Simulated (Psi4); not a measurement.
Psi4 1.11, BP86/def2-svp: Y(Cl)(OSiH3)2 ([SiH3][O][Y]([Cl])[O][SiH3]), 12 atoms. The geometry is a generated start, not checked to be a minimum at this level.

task: energy
method: bp86
basis: def2-svp
memory: 3 GB
maxiter: 100
keys of the molecule block: symmetry c1
scf_type: df (default)
e_convergence: 1e-06 (default)
d_convergence: 1e-06 (default)
dft_radial_points: 75 (default)
dft_spherical_points: 302 (default)
effective core potentials: those of the basis set, past Kr
basis functions: 143
grid points: 257202

```xyz
12

Y      1.4347     1.3307     0.0337
Cl     0.3804     2.8977     1.4560
O      0.1054     1.1001    -1.4165
Si    -1.4815     0.9986    -1.1265
H     -1.7312     0.4576     0.2431
H     -2.0021     0.1021    -2.1631
H     -2.0695     2.3457    -1.2438
O      1.4137    -0.3391     1.1047
Si     1.0514    -1.8884     0.8263
H     -0.3730    -2.0515     0.4796
H      1.3713    -2.5679     2.0848
H      1.9003    -2.3854    -0.2783
```

Charge 0 and multiplicity 1 are set for this test and not shown to be the ground state.

With the defaults (diis = true, scf_initial_accelerator = adiis, damping_percentage = 0, diis_max_vecs = 10, soscf = false, soscf_start_convergence = 0.01, guess = auto, which took SAD, level_shift = 0, level_shift_cutoff = 0.01) it converges in 11 SCF iterations. One run each on 2 threads, with these changes:
- diis = false, scf_initial_accelerator = none, damping_percentage = 60
- guess = modhuckel
- soscf = true, soscf_start_convergence = 0.1
- diis_max_vecs = 20
- guess = huckel
- level_shift = 0.5, level_shift_cutoff = 0.001
- guess = sap
- damping_percentage = 20
- scf_initial_accelerator = none

### Question
Which runs fail or end elsewhere than the default run?

### Answer
No convergence: diis = false, scf_initial_accelerator = none, damping_percentage = 60 (the run ends without SCF convergence in 100 iterations). The rest reach the solution of the defaults.

```json
[
 {"setting": "soscf = true, soscf_start_convergence = 0.1", "SCF iterations": "7", "JK calls": "28", "end": "same solution"},
 {"setting": "the defaults", "SCF iterations": "11", "JK calls": "12", "end": "same solution"},
 {"setting": "diis_max_vecs = 20", "SCF iterations": "11", "JK calls": "12", "end": "same solution"},
 {"setting": "scf_initial_accelerator = none", "SCF iterations": "11", "JK calls": "12", "end": "same solution"},
 {"setting": "guess = huckel", "SCF iterations": "11", "JK calls": "41", "end": "same solution"},
 {"setting": "guess = modhuckel", "SCF iterations": "11", "JK calls": "41", "end": "same solution"},
 {"setting": "level_shift = 0.5, level_shift_cutoff = 0.001", "SCF iterations": "11", "JK calls": "12", "end": "same solution"},
 {"setting": "guess = sap", "SCF iterations": "16", "JK calls": "16", "end": "same solution"},
 {"setting": "damping_percentage = 20", "SCF iterations": "19", "JK calls": "20", "end": "same solution"},
 {"setting": "diis = false, scf_initial_accelerator = none, damping_percentage = 60", "SCF iterations": "100", "JK calls": "101", "end": "no convergence"}
]
```

An SOSCF iteration holds several JK calls; a Hückel guess adds calls on atoms. 1 further run of the study ended by our limits or in an error and is left out.
